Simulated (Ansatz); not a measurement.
**GaAs under a change: x(N) = 0.5, 8 atoms, P-4m2**

The reference is GaAs in the zinc blende structure (space group F-43m, No. 216; a = 5.6667 Å).

The other end (x = 1) is GaN in the zinc blende structure (space group F-43m, No. 216): 11.37 Å³/atom, gap 2.17 eV; this end may not be an ambient phase.

Now apply this change: N replaces 50.0 % of the As, ordered in a cell of 8 atoms (starting symmetry P-4m2) and fully relaxed.

The values are results of plane-wave PAW DFT at the r2SCAN level (Ansatz, a quantum-chemistry and plane-wave program, 500 eV), no SOC, not measurements. Γ-centred 9×9×4 mesh, Fermi–Dirac width 0.05 eV, for the changed cell.

```json
[
 {"quantity": "volume per atom", "base": "22.75 Å³", "changed": "16.31 Å³", "shift": "-6.44 Å³"},
 {"quantity": "shortest interatomic distance", "base": "245.4 pm", "changed": "203.1 pm", "shift": "-42.3 pm"},
 {"quantity": "band gap (uncertain: the Fermi level lies in a band; the changed cell)", "base": "0.96 eV", "changed": "0.13 eV", "shift": "-0.83 eV"},
 {"quantity": "mixing energy (to 0.01 eV only: unlike meshes or grids)", "base": "–", "changed": "+0.29 eV/atom", "shift": "–"},
 {"quantity": "deviation of the volume from the linear (Vegard-type) interpolation", "base": "–", "changed": "-4.4 %", "shift": "–"},
 {"quantity": "mean first-shell distances", "base": "–", "changed": "As–Ga 2.369 Å (end compound 2.454 Å), N–Ga 2.050 Å (end compound 1.948 Å)", "shift": "–"}
]
```

These are small ordered cells, not random alloys; other orderings at the same x differ. No phonon test of stability was made. This is not the structure that GaN has at room temperature and ambient pressure. The zero or small gap of Ga2AsN can change with the level of theory.
